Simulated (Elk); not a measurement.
Band structure of TaAu (P4/mmm, 2 atoms in the cell).

```
CELL_PARAMETERS angstrom
      2.95589     0.00000     0.00000
      0.00000     2.95589     0.00000
      0.00000     0.00000     4.15809
ATOMIC_POSITIONS crystal
  Ta 0.50000 0.50000 0.50000
  Au 0.00000 0.00000 0.00000
```

Computed with LDA (PW92), all-electron FP-LAPW, Elk's shipped species files, APW+lo basis with extra local orbitals run with Elk.

Settings: rgkmax = 8; swidth = 0.00367493 Ha; ngridk = 9 9 7; gmaxvr = 18 1/bohr; lmaxapw = 10; lmaxo = 8; nxlo = 2; lorbcnd = true; lradstp = 2; nrmtscf = 2; rmtscf = 0.94; lmaxi = 4; maxscl = 100.

The starting cell comes from a database of computed structures (which also holds hypothetical and non-ambient phases and stackings), without a prior relaxation at this level. Its lattice was rescaled by a random factor within 2.5 % of one. Spin-orbit coupling is off. Spin polarisation is off. Values depend on the basis (sphere radii, cutoffs, local orbitals), which need not be converged.

Levels in eV from the Fermi level, bands 26 to 33:
```
point     26     27     28     29     30    31    32    33
-----  -----  -----  -----  -----  -----  ----  ----  ----
Γ      -4.50  -3.49  -1.58  -0.58   1.43  3.32  3.32  4.27
X      -4.46  -4.02  -2.17  -1.51  -0.99  1.30  2.68  6.47
M      -2.49  -1.05   1.30   1.30   2.04  2.04  2.51  6.13
Z      -4.21  -4.21  -3.44  -2.20   0.10  1.72  1.72  4.11
R      -4.39  -1.68  -1.19  -1.00  -0.16  2.34  2.89  3.39
A      -3.48  -2.48  -2.34  -2.34   1.64  3.08  6.15  7.62
```

Bands cross the Fermi level along this path, so the cell is metallic at this level.
